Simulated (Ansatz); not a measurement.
**SmF₃ (Pnma, No. 62)**

Computed with PBEsol (PAW; Ansatz, a program for electronic structure).

Numerical settings: plane-wave cutoff 500 eV, 6×6×10 k mesh (along the axes of the cell as run), Fermi–Dirac smearing 0.05 eV, spin-polarised with parallel moments, scalar-relativistic PAW data made under PBE.

Cell: relaxed at this level.

For SmF₃ (Pnma, No. 62), the volume per atom is 12.73 Å³/atom.

Note: the magnetic order was assumed, not searched for or taken from measurement; the 4f shell is treated without U or exact exchange, so its levels and filling can be wrong.

Spin–orbit coupling is not included.

Computed values are for the static lattice.
